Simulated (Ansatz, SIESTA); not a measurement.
## Code comparison for Fe3Rh (P1, 4 atoms in the cell)

Self-consistent single point, at a second geometry (atoms moved at random). First geometry:

```
Fe3Rh
1.0
    0.00000     2.95649     2.95649
    2.95649     0.00000     2.95649
    2.95649     2.95649     0.00000
Fe Rh
3 1
Cartesian
  4.43473   4.43473   4.43473
  1.47824   1.47824   1.47824
  0.00000   0.00000   0.00000
  2.95649   2.95649   2.95649
```
Moments meant for the start (each program seeds them in its own way; μB, in the order of the atoms Fe Fe Fe Rh): 4.0 4.0 4.0 1.0.

Second geometry:
```
CELL_PARAMETERS angstrom
      0.00000     2.95649     2.95649
      2.95649     0.00000     2.95649
      2.95649     2.95649     0.00000
ATOMIC_POSITIONS crystal
  Fe 0.74421 0.75368 0.74454
  Fe 0.26136 0.23290 0.26770
  Fe 0.99322 0.00646 0.99723
  Rh 0.50121 0.50695 0.49053
```
Moments meant for the start (each program seeds them in its own way; μB, in the order of the atoms Fe Fe Fe Rh): 4.0 4.0 4.0 1.0.

Shared settings, as Ansatz (a program for electronic structure) writes them: kpoints.mp_grid.grid = 8 8 8; scf.occupations.method = gaussian; scf.occupations.width = 0.272 eV. Potentials and cutoffs stand in the table.

| code | model | ΔF from the first geometry (meV/atom) | pressure (GPa) | largest force (eV/Å) | size of the net moment (μB/atom) | cutoff |
|---|---|---|---|---|---|---|
| Ansatz | PBEsol, PAW files made with PBE | 13.8 | -11.02 | 0.875 | 2.29 | default |
| SIESTA | GGA PBEsol, numerical atomic orbitals DZP, PseudoDojo PBEsol standard norm-conserving potentials (rewritten from UPF to PSML) | 15.0 | -11.68 | 0.961 | 2.33 | grid 350 Ry |

Size of the force on each atom (eV/Å): Sizes of forces hide their directions.

```
code      Fe1    Fe2    Fe3    Rh4
------  -----  -----  -----  -----
Ansatz  0.251  0.875  0.283  0.477
SIESTA  0.249  0.961  0.319  0.555
```

On Ansatz's run: the magnetic order is the one reached from the typed start; others were not searched systematically.

The spread over the programs that give each value: ΔF from the first geometry within 1.2 meV/atom; pressure within 0.66 GPa; largest force within 0.086 eV/Å; size of the net moment within 0.04 μB/atom.

SIESTA uses small atom-centred bases, whose incompleteness enters pressures, forces and empty levels differently from a plane-wave cutoff. Ansatz's pressure is given at a fixed set of plane waves, as the other plane-wave codes print theirs; with its correction for the finite basis it is -10.88 GPa.

The starting cell comes from a database of computed structures (which also holds hypothetical and non-ambient phases and stackings), without a prior relaxation at this level. Its lattice was rescaled by a random factor within 2.5 % of one. For this run, on top of that: atoms moved at random.

Keys are those of Ansatz 0.2.
